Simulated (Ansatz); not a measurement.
Start from Rh in the fcc (Cu type) structure (space group Fm-3m, No. 225; a = 3.782 Å; relaxed with 0.1 eV smearing).

Calculations: PBEsol (Ansatz, a program for electronic structure), no spin-orbit coupling.

For the base:

| Quantity | Result |
|---|---|
| Pressure | 0.0 GPa |

The change: the cell is scaled by 1.0200 in all directions, atoms relaxed at fixed cell.

Problem. What happens to the pressure?

Solution. The pressure goes from zero to -14.9 GPa.

Problem. Estimate the effect on the energy relative to the base.

Solution. The energy grows by 41 meV/atom.

The cells carry an imposed strain or load. Whether these cells are dynamically stable was not tested. The final runs are not spin-polarised. Rh lies near a magnetic instability that expansion can trigger; it was not tested.
